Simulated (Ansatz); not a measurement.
Base system: HgSe in the zinc blende structure (space group F-43m, No. 216; a = 6.260 Å).

All numbers come from Ansatz (a quantum-chemistry and plane-wave program), PBE, PAW, cutoff 420 eV, scalar-relativistic without spin-orbit coupling.

The change: full substitution Hg → Cd; the structure is relaxed again.

Measured lattice parameter a: HgSe 6.085 Å (room temperature; as listed in Cardona et al., arXiv (2009)); CdSe 6.077 Å (room temperature; as listed in arXiv:1206.3780).

Problem. How well does PBE reproduce the measured shift?

Solution. With PBE the lattice parameter a moves by -0.064 Å (6.260 → 6.196) against -0.008 Å measured.

Stability against distortions was not tested. All final runs are without spin polarisation.
